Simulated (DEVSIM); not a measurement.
Structure: Schottky contact on n-type GaP, at 250 K.

Layer 1 from the left is GaP, thickness (μm) 6.00, Nd (cm⁻³) 5.9e15, τn (s) 1.8e-7, τp (s) 1.8e-7. Layer 2 from the left is GaP, thickness (μm) 1.10, Nd (cm⁻³) 1.3e18, τn (s) 1.8e-7, τp (s) 1.8e-7.

Left contact: Schottky, work function 5.05 eV, emission velocity 2.2e6 cm/s. Right contact: ohmic. Voltage is applied to the left contact. Recombination: SRH at mid-gap, radiative. Mobility is constant in doping.

The device is made up for the run: typed textbook-type constants, with dimensions and the other settings drawn at random. Values at 300 K; Nc and Nv go as T^1.5, mobilities as T to minus their exponent, the gap by Varshni's rule with the affinity fixed.

GaP: gap (eV) 2.26, affinity (eV) 3.8, permittivity 11.1, Nc (cm⁻³) 1.8e19, Nv (cm⁻³) 1.9e19, μn (cm²/Vs) 250, μp (cm²/Vs) 150, T exponent of μn 1.6, T exponent of μp 1.98, B (cm³/s) 1e-13, Varshni α (eV/K) 0.00058, Varshni β (K) 372.

Simulated with DEVSIM: 1D drift-diffusion, Boltzmann statistics, complete ionisation; no tunnelling, impact ionisation, image-force lowering or self-heating. Metal contacts follow the ideal Schottky-Mott rule: no Fermi-level pinning, no interface dipoles.

**Question.** What does the simulation give for the dark forward voltage at 1 A/cm², the potential step across the device at zero bias, the dark forward voltage at 100 A/cm²?

**Answer.** dark forward voltage at 1 A/cm² 0.929 V; potential step across the device at zero bias 1.199 V; dark forward voltage at 100 A/cm² 1.220 V.
